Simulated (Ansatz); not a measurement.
## Na: energy against volume

Na (bcc, Im-3m, 36.346 Å³/atom and stress up to 0.01 GPa in the relaxed cell, cube axes along x, y and z) under an equal strain ε along all three axes. PBEsol in Ansatz, a plane-wave DFT program (PAW, default set), 420 eV, 22×22×22 Γ-centred mesh, Fermi-Dirac smearing 0.10 eV. Against the start cell, which lies near the measured one, the relaxed cell differs by -6.0 % in volume; the values below rest on it.

Here V stands for volume and E for E less E0.

```csv
volume (Å³/atom),E less E0 (meV/atom),pressure (GPa)
33.1724,?,?
34.2090,3.10,0.53
34.7353,1.67,0.39
35.2669,0.68,0.25
35.8040,0.13,0.12
36.3464,0.00,0.00
36.8944,0.27,-0.11
37.4478,0.92,-0.22
38.0067,1.94,-0.32
38.5711,3.31,-0.42
```

Fit E of the 9 rows that show it with the third-order Birch-Murnaghan form, a cubic in V^(-2/3). With u = V^(-2/3) - 0.0912, the rows have u = 0.0036942, 0.0027332, 0.0017869, 0.0008546, -0.0000635, -0.0009682, -0.0018593, -0.0027374, -0.0036024. Least squares gives E = -0.003 - 47.0·u + 241321·u² - 279881·u³. Residuals (row less fit): -0.003, 0.004, -0.002, -0.003, -0.001, 0.001, 0.000, 0.000, -0.001; standard error 0.003 (degrees of freedom: 5). Its minimum lies at u = 0.0000974, so V0 = (0.0912974)^(-3/2) = 36.25. There d²E/du² = 482500 and d³E/du³ = -1679000, so B0 = (4/9) × 36.25^(-7/3) × 482500 × 0.160218 = 7.90 GPa (the last factor turns the table's units into GPa), and B0' = 4 + (2/3) × 0.0912974 × (-1679000)/482500 = 3.8. B0' rests on the cubic coefficient alone and has a standard error of 0.1 from these residuals.

**Question.** Predict the withheld E at V = 33.1724 from the fit, and compare with the calculation.

**Answer.** u = 0.0056610, so E = -0.003 - 47.0 × 0.0056610 + 241321 × 0.0056610² - 279881 × 0.0056610³ = 7.414 meV/atom. The calculation gives 7.39 meV/atom, 0.024 meV/atom below the prediction (0.3 % of the range of E in the table). The row lies outside the fitted rows, so this is an extrapolation. The scatter of the fitted rows lies at the last printed digit.

In a metal these values are sensitive to mesh and smearing; energies are taken to zero smearing, stresses follow the free energy. Other structures, which can take over under pressure, weren't tried. The same form fitted to the pressure column gives B0' = 3.7; series where the two differ by over 0.4 aren't shown. Rows are the converged runs of the series near zero and its far end, less any whose ions stayed unrelaxed beside relaxed ones; series whose fitted rows scatter by over a few per cent of the range, as at a crossing or softening among them, aren't shown in this form.
